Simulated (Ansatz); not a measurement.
Here is the system:

End structure of a constructed model of the (0001) surface of hcp Ru, a pseudomorphic layer of Os in the host's stacking (bottom of the slab: a bare face, its two planes held):

```
CELL_PARAMETERS angstrom
      2.72140     0.00000     0.00000
     -1.36070     2.35680     0.00000
      0.00000     0.00000    29.50000
ATOMIC_POSITIONS crystal
  Ru 0.66667 0.33333 0.27438
  Ru 0.33333 0.66667 0.34714
  Ru 0.66667 0.33333 0.41949
  Ru 0.33333 0.66667 0.49245
  Ru 0.66667 0.33333 0.56574
  Ru 0.33333 0.66667 0.63882
  Os 0.66667 0.33333 0.70946
```

Slab: 7 atoms, 13.3 Å thick at the start with caps and adatoms (thin: gaps and levels are the slab's own); k 16x16x1, smearing 0.1 eV, dipole-corrected; 2 atoms held, the rest relaxed; held to the start's symmetry, so lower structures may exist; no spin, no spin-orbit, no U. In PBE it is, or lies within 0.01 eV a 1x1 cell of, the lowest of the 2 structures of its composition computed so far; subsurface sites and larger cells were not tried.

**Question.** What is the computed work function of the top face (PBE in Ansatz, a quantum-chemistry and plane-wave program)?

**Answer.** 5.34 eV
